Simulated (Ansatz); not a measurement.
The starting structures come from a database of crystals and need not be the phases stable at ambient conditions.

 Where the default PAW files enter, the runs use the earlier of Ansatz's two default sets.

Inside the gap of an insulator the Bloch states are evanescent, with a wavenumber k + iκ along the transport direction.

Consider the following.

```
CELL_PARAMETERS angstrom
      6.57780     0.00000     0.00000
      0.00000     6.93234     0.00000
      0.00000     3.46617     2.00119
ATOMIC_POSITIONS crystal
  Al 0.99932 0.66667 0.00000
  Al 0.49932 0.33333 0.00000
  As 0.62468 0.66667 0.00000
  As 0.12468 0.33333 0.00000
```

Space group of this cell: P6_3mc, wurtzite. The cell is taken as given.

Transport runs along the normal of the first two printed cell vectors, the (110) plane of the conventional cell.

No gap correction and no spin-orbit coupling; mid-gap values are interpolated between computed energies.

State the band gap and the smallest decay constant κ at mid-gap according to PBEsol in Ansatz (an electronic-structure program).

Gap 1.65 eV on a 6×14×14 mesh; κ = 0.116 1/Å, at the zone centre.
